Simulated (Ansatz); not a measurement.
Base system: SiO2 (space group P3_121, No. 152).

```
SiO2
1.0
    4.94845     0.00000     0.00000
   -2.47422     4.28548     0.00000
    0.00000     0.00000     5.44126
Si O
3 6
Direct
  0.47027   0.00000   0.83333
  0.00000   0.47027   0.16667
  0.52973   0.52973   0.50000
  0.41249   0.26711   0.71463
  0.73289   0.14539   0.04796
  0.85461   0.58751   0.38129
  0.14539   0.73289   0.95204
  0.26711   0.41249   0.28537
  0.58751   0.85461   0.61871
```

All numbers come from Kohn–Sham DFT with the PBEsol functional, run in Ansatz (a program for electronic structure) with PAW and 420 eV plane waves, no SOC, earlier PAW set.

For the base:

Smallest direct gap: 6.03 eV
Gap character: indirect, K → Γ
Lattice parameter a: 4.948 Å

Modification: a hydrostatic pressure of 4.2 GPa.

Question: How does this affect the mean gap deformation potential ΔEg/Δln V, smallest direct gap, gap character and lattice parameter a?

Answer: The mean gap deformation potential ΔEg/Δln V is -2.7 eV; the smallest direct gap rises by 0.16 eV (6.03 eV → 6.19 eV); the gap character is still indirect, K → Γ; the lattice parameter a drops by 0.1809 Å (4.948 Å → 4.768 Å).

Load acts through the strain it causes; cell and atoms are relaxed under it. Semilocal Kohn–Sham gaps tend to fall short of experiment. Whether these cells are dynamically stable was not tested.
